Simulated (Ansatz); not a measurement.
Base system: Al2O3 in the corundum structure (space group R-3c, No. 167; a = 4.774 Å, c = 13.015 Å (hexagonal axes)).

The values are results of Ansatz (an electronic-structure program) PBEsol, spin-orbit coupling left out, not measurements.

Before the change:

The shortest interatomic distance comes out as 1.861 Å and the density is 3.96 g/cm³. The band gap is 6.03 eV. The electron mass comes out as 0.40 mₑ along c, 0.37 mₑ across (at Γ) and the valence-band top at Γ is 0.00, -0.04, -0.04 eV.

Now apply this change: a hydrostatic pressure of 0.9 GPa.

Task: Estimate the effect on the shortest interatomic distance.

Result: The shortest interatomic distance decreases by 0.002 Å (1.861 Å → 1.859 Å).

Task: Estimate the effect on the density.

Result: The density rises by 0.01 g/cm³, from 3.96 g/cm³ to 3.97 g/cm³.

Task: What happens to the band gap?

Result: The band gap increases by 0.04 eV (6.03 eV → 6.07 eV).

Task: How does this affect the electron mass?

Result: The electron mass remains 0.40 mₑ along c, 0.37 mₑ across (at Γ).

Task: Estimate the effect on the valence-band top at Γ.

Result: The valence-band top at Γ (three highest levels, from the VBM) remains 0.00, -0.04, -0.04 eV.

Load acts through the strain it causes; cell and atoms are relaxed under it. Effective masses come from finite differences of ±0.01 Å⁻¹. Stability against distortions was not tested.
